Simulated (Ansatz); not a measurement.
Defect: O vacancy in corundum, neutral cell. These are PBE, PAW (plane waves to 420 eV; Ansatz, a program for electronic structure) values and carry that method's errors.

Settings: 270 host sites, the relaxed PBE lattice, the Γ point alone, smearing 0.01 eV, spin-restricted, no image-charge correction. Static, classical nuclei. The charge state is imposed; whether it is stable for some Fermi level was not computed. Forms of the defect that were not tried may lie lower.

Barriers: single points on a 2×2×2 k-point mesh shifted by half a step along c at the bands' geometries.

The step: a nearby O atom hops onto the vacant site. Atoms about the jump, Cartesian Å from the middle of the jump, before and after:

```
atom     x0     y0     z0     x1     y1     z1
----  -----  -----  -----  -----  -----  -----
O1     0.37   0.74   1.09  -0.37  -0.74  -1.09
Al2    1.13  -0.75   0.26   1.06  -0.68   0.30
Al3   -1.29   0.64   1.95  -1.21   0.63   1.89
Al4   -1.25   0.56  -1.88  -1.30   0.64  -1.94
Al5    1.11   2.03  -0.24   1.12   2.04  -0.25
O6    -0.56   2.13  -1.09  -0.55   2.13  -1.08
O7    -2.03  -0.85   1.09  -2.03  -0.87   1.09
O8     1.83   0.52  -1.09   1.84   0.54  -1.09
Al9   -1.25  -2.06  -0.30  -1.29  -2.14  -0.24
O10    0.19  -2.13   1.10   0.17  -2.14   1.10
O11   -2.96   0.52  -1.09  -2.96   0.52  -1.09
O12   -2.23   2.03   1.10  -2.21   2.02   1.09
Al13   1.13  -0.75  -2.44   1.11  -0.76  -2.41
O14    1.83  -2.02  -1.09   1.84  -2.02  -1.09
O15    0.19   0.63  -3.28   0.18   0.64  -3.27
O16   -0.56  -0.64   3.28  -0.55  -0.64   3.28
O17    0.38   3.30   1.10   0.38   3.28   1.10
Al18   1.11   2.03   2.44   1.12   2.04   2.45
O19    2.79  -0.86   1.10   2.77  -0.86   1.10
Al20  -1.29   3.41   0.25  -1.30   3.41   0.25
Al21  -1.30  -2.14   2.42  -1.29  -2.14   2.44
O22    2.58   2.02   1.10   2.57   2.02   1.10
Al23  -3.70  -0.75   0.25  -3.70  -0.75   0.25
O24   -2.96  -2.02  -1.09  -2.96  -2.03  -1.09
O25   -2.03  -0.65  -3.27  -2.03  -0.64  -3.28
O26   -0.56   1.91   3.28  -0.54   1.91   3.28
Al27  -3.70   2.02  -0.24  -3.70   2.02  -0.24
O28   -0.56  -3.63  -1.10  -0.56  -3.64  -1.09
```

Q: Give the saddle-point geometry and the barrier.

A: 
```
atom      x      y      z
----  -----  -----  -----
O1    -0.28   0.14  -0.02
Al2    1.18  -0.83   0.26
Al3   -1.21   0.58   1.75
Al4   -1.24   0.64  -1.80
Al5    1.10   2.00  -0.29
O6    -0.55   2.26  -1.16
O7    -2.13  -0.96   1.17
O8     1.90   0.50  -1.13
Al9   -1.34  -2.18  -0.18
O10    0.18  -2.18   1.10
O11   -2.96   0.52  -1.07
O12   -2.22   2.02   1.07
Al13   1.20  -0.74  -2.51
O14    1.82  -2.01  -1.10
O15    0.20   0.64  -3.24
O16   -0.53  -0.64   3.24
O17    0.37   3.29   1.08
Al18   1.09   2.04   2.46
O19    2.79  -0.87   1.10
Al20  -1.29   3.44   0.23
Al21  -1.31  -2.16   2.47
O22    2.56   2.00   1.08
Al23  -3.73  -0.76   0.27
O24   -2.97  -2.04  -1.08
O25   -2.00  -0.64  -3.24
O26   -0.56   1.93   3.30
Al27  -3.70   2.03  -0.24
O28   -0.57  -3.64  -1.08
```
It lies 4.11 eV above the start and 4.11 eV above the end. The saddle point's order was not checked.
